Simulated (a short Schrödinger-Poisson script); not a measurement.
Stack: symmetric double-gate stack, SiO2 on p-type Si(100), at 300 K.

| layer | material | thickness (nm) | Na (cm⁻³) |
|---|---|---|---|
| 1 | SiO2 | 3.8 | - |
| 2 | Si | 10 | 8e15 |
| 3 | SiO2 | 3.8 | - |

Constants are typed, rounded textbook-type inputs, not results; the design itself was drawn at random and stands for no fabricated device. SiO2: permittivity 3.9, conduction-band edge (eV) 3.15, gap (eV) 9, electron mass (mₑ) 0.5. Si: permittivity 11.7, conduction-band edge (eV) 0, gap (eV) 1.124, Nv at 300 K (cm⁻³) 3.1e19.

Channel valleys (confinement mass, in-plane density-of-states mass, number): Δ2 0.916, 0.19, 2; Δ4 0.19, 0.417, 4. At the gates, both at one voltage, the conduction-band edge of layer 1 lies 3.72 eV − eVg above the Fermi level of the channel. Gaps are held at their typed values at every temperature. Mesh 0.03 nm at interfaces.

Solved with a short Schrödinger-Poisson script written for these runs: 1D Poisson equation in equilibrium, electrons classical, Boltzmann, parabolic valleys, classical holes, full ionisation, no traps, pinning or gate leakage.

The same stack at other levels of the model or other numerical settings:

| run | sheet density of all electrons at Vg = 2.7 V (cm⁻²) | sheet density of all electrons at Vg = 0.9 V (cm⁻²) | capacitance of both gates at Vg = 2.7 V (μF/cm²) | rough cost against the base |
|---|---|---|---|---|
| base | 2.33e13 | 3.94e12 | 1.77 | about 1 |
| electrons treated as classical, Fermi-Dirac | 2.29e13 | 3.91e12 | (withheld) | 4 |
| electrons treated as quantum, Hartree | (withheld) | (withheld) | 1.66 | 40 |
| mesh six times as coarse | 2.32e13 | 3.91e12 | 1.76 | about 1 |

**Question.** Fill in the missing entries.

**Answer.** 
- electrons treated as classical, Fermi-Dirac, capacitance of both gates at Vg = 2.7 V (μF/cm²): 1.72
- electrons treated as quantum, Hartree, sheet density of all electrons at Vg = 0.9 V (cm⁻²): 3.55e12
- electrons treated as quantum, Hartree, sheet density of all electrons at Vg = 2.7 V (cm⁻²): 2.15e13

The classical rows ignore confinement, and Boltzmann statistics overrate the density once the band edge passes the Fermi level.
